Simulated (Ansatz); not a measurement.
Consider a periodic stack without vacuum, fcc Al (1 1 1) on alpha quartz (0 0 1) (film strained to the substrate, faces as cut): substrate slab Si8O18, film Al12, surface cells [[1, 0], [0, 1]] and [[1, -2], [1, 1]], film strained by +1.4 and +1.4 %, faces O/O and Al/Al as cut (like faces can put a slab off its formula). Its start:

```yaml
crystal:
  lattice:
    - [5.02113, 0.00000, -0.01971]
    - [-2.51056, 4.34842, -0.03691]
    - [-1.14769, -0.64143, 25.77160]
  atoms:
    - { symbol: Si, position: [0.97469, 0.46874, 0.07761] }
    - { symbol: Si, position: [0.57184, 0.52756, 0.22265] }
    - { symbol: Si, position: [0.50164, 0.99306, 0.15189] }
    - { symbol: O, position: [0.15520, 0.33557, 0.04216] }
    - { symbol: O, position: [0.63440, 0.83703, 0.19246] }
    - { symbol: O, position: [0.73737, 0.16184, 0.10648] }
    - { symbol: O, position: [0.80514, 0.62370, 0.04181] }
    - { symbol: O, position: [0.43251, 0.23911, 0.18019] }
    - { symbol: O, position: [0.18899, 0.72677, 0.12173] }
    - { symbol: Si, position: [0.07424, 0.50266, 0.29391] }
    - { symbol: Si, position: [0.63966, 0.57676, 0.43573] }
    - { symbol: Si, position: [0.57520, 0.04095, 0.36459] }
    - { symbol: O, position: [0.32550, 0.44136, 0.26670] }
    - { symbol: O, position: [0.69529, 0.89142, 0.40913] }
    - { symbol: O, position: [0.82656, 0.18822, 0.32036] }
    - { symbol: O, position: [0.90196, 0.59459, 0.24807] }
    - { symbol: O, position: [0.52374, 0.30401, 0.39148] }
    - { symbol: O, position: [0.24555, 0.78051, 0.33745] }
    - { symbol: Si, position: [0.14211, 0.54455, 0.50696] }
    - { symbol: Si, position: [0.63425, 0.10734, 0.57716] }
    - { symbol: O, position: [0.38283, 0.47304, 0.47895] }
    - { symbol: O, position: [0.75913, 0.96849, 0.62606] }
    - { symbol: O, position: [0.89943, 0.23278, 0.53501] }
    - { symbol: O, position: [0.96472, 0.64755, 0.46456] }
    - { symbol: O, position: [0.57856, 0.37151, 0.60021] }
    - { symbol: O, position: [0.31974, 0.81678, 0.55159] }
    - { symbol: Al, position: [0.17726, 0.75286, 0.70283] }
    - { symbol: Al, position: [0.02059, 0.17747, 0.68711] }
    - { symbol: Al, position: [0.58206, 0.58340, 0.65641] }
    - { symbol: Al, position: [0.31573, 0.13187, 0.78809] }
    - { symbol: Al, position: [0.99310, 0.44818, 0.78818] }
    - { symbol: Al, position: [0.65080, 0.77893, 0.77494] }
    - { symbol: Al, position: [0.34454, 0.44968, 0.88529] }
    - { symbol: Al, position: [0.99146, 0.78007, 0.87333] }
    - { symbol: Al, position: [0.69120, 0.11976, 0.86710] }
    - { symbol: Al, position: [0.43244, 0.95889, 0.95419] }
    - { symbol: Al, position: [0.95749, 0.96712, 0.99370] }
    - { symbol: Al, position: [0.45692, 0.47489, 0.99281] }
```

The start was prepared with a machine-learned potential, and the result is one local minimum, with the in-plane cell held and forces under 0.04 eV/Å; the film can end far from its bulk form.

Level of theory: PBE (plane waves to 420 eV, PAW; Ansatz, a quantum-chemistry and plane-wave program). Spin–orbit coupling is left out; the runs are not spin-polarised; PBE gaps are too small against experiment. Its k-point mesh 7×7×1, Fermi–Dirac width 0.05 eV.

Problem. Predict the relaxed interface.

Solution. 
- interface area: 21.8 Å²
- period: 25.51 Å
- gaps between the outermost planes at the two interfaces: 0.65 and 1.13 Å
- Al–O contacts across the interfaces within 1.22 times the sum of covalent radii: 7, mean 1.89 Å
